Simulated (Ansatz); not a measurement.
Consider the following.

```
CELL_PARAMETERS angstrom
      4.23617     0.00000     0.00000
      0.00000     4.23617     0.00000
      0.00000     0.00000     2.69043
ATOMIC_POSITIONS crystal
  Si 0.00000 0.00000 0.00000
  Si 0.50000 0.50000 0.50000
  O  0.29540 0.29540 0.00000
  O  0.79540 0.20460 0.50000
  O  0.20460 0.79540 0.50000
  O  0.70460 0.70460 0.00000
```

No spin polarisation.

0.966 electrons added to each cell, a density of 2.0×10^22 cm⁻³, with a uniform compensating background at fixed cell and a 300 K Fermi–Dirac width.

Calculations: Kohn–Sham DFT with the PBE functional, run in Ansatz (an electronic-structure program) with PAW and 420 eV plane waves, spin-orbit coupling left out. Settings: 11×11×17 k-points, 0.0259 eV Fermi–Dirac smearing.

Problem. Predict the Fermi level from band edge, gap between the host's bands and gap character.

Solution. The Fermi level relative to the doped band's edge (positive inside the band; to 0.05 eV) is +2.35 eV. The gap between the host's bands is 4.62 eV. The gap character is direct at Γ.

Carriers are added with a uniform compensating background; total energy and stress of such cells depend on the potential's zero and are not compared; many-body gap narrowing is missing at this level. Whether these cells are dynamically stable was not tested. The cell was made from SiO₂ in the rutile structure (space group P4_2/mnm, No. 136) by this change: electrons 2.0×10^22 cm⁻³.
